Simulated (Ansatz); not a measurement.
MgS (Fm-3m), PBE, rigid bands (Ansatz, an electronic-structure program). Condition of this run: functional PBE, cell relaxed with it. Band gap 2.76 eV, N_c = 1.64e19 cm⁻³ and N_v = 2.05e20 cm⁻³ at 300 K, conductivity masses of 0.355 mₑ (electrons) and 1.05 mₑ (holes). Take k_BT = 0.02585 eV.

Find the intrinsic carrier density and the intrinsic Fermi level.

n_i = √(N_c N_v) exp(−E_g/2k_BT) = 5.80e19 × exp(−53.38) = 3.8e-4 cm⁻³. The level lies (k_BT/2) ln(N_v/N_c) = 33 meV from mid-gap (positive towards the conduction band). Each 0.1 eV added to the gap lowers n_i by a factor of 6.9.

What thermal injection velocity √(2k_BT/πm) limits a ballistic channel?

9.03e6 cm/s for electrons and 5.25e6 cm/s for holes, a ratio of √(m_h/m_e) = 1.72, for dilute carriers.

A film of it is 8 nm thick. Estimate the confinement energies in an infinite well.

ħ²π²/(2m t²) = 0.376 eV·nm²/(m/mₑ × t²) gives 16.6 meV for electrons and 5.60 meV for holes, so the gap would widen to about 2.78 eV. Finite barriers and nonparabolic bands lower this, and with several valleys or bands the heaviest mass along the normal sets the lowest level, not this average.

Rigid bands with the computed gap; masses take one relaxation time for all states. Spin-orbit coupling is left out; where it splits the top of the valence band, N_v and the p-type Seebeck coefficient come out somewhat high without it.
